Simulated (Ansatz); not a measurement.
InTeBr (model structure, started from the BiTeI type, P3m1, No. 156, 3 atoms in the cell) was calculated with PBEsol in Ansatz (plane waves, PAW).

Settings: plane-wave cutoff 520 eV, 12×12×6 k mesh (along the axes of the cell as run), Fermi–Dirac smearing 0.01 eV, scalar-relativistic PAW data made under PBE.

Cell (relaxed with PBE-D3(BJ)):

```cif
data_BrInTe
_chemical_formula_sum 'In1 Te1 Br1'
_space_group_name_H-M_alt 'P 1'
_space_group_IT_number 1
_cell_length_a 4.17940
_cell_length_b 4.17940
_cell_length_c 6.32931
_cell_angle_alpha 90.000
_cell_angle_beta 90.000
_cell_angle_gamma 120.000
loop_
_space_group_symop_operation_xyz
  'x, y, z'
loop_
_atom_site_label
_atom_site_type_symbol
_atom_site_fract_x
_atom_site_fract_y
_atom_site_fract_z
_atom_site_occupancy
In1 In 0.00000 0.00000 0.92441 1
Te1 Te 0.66667 0.33333 0.68830 1
Br1 Br 0.33333 0.66667 0.20659 1
```

Give the computed band gap and smallest direct gap on the k points sampled.


- band gap = 0.67 eV
- smallest direct gap on the k points sampled = 0.90 eV

Note: the relaxation could raise the start's symmetry but not lower it, so the cell can be a saddle point; cell and atoms aren't relaxed at this level (pressure -0.7 GPa).

Spin–orbit coupling is not included; with these elements it can move the gap by several tenths of an eV or more.

Computed values are for the static lattice.

Cost on a shared machine: around 70 core-seconds (rough).

A model structure was made by putting elements into a prototype or built by hand; it is no filed structure, need not be a known phase, and can be a saddle point held by its symmetry.

Ansatz is an electronic-structure program.
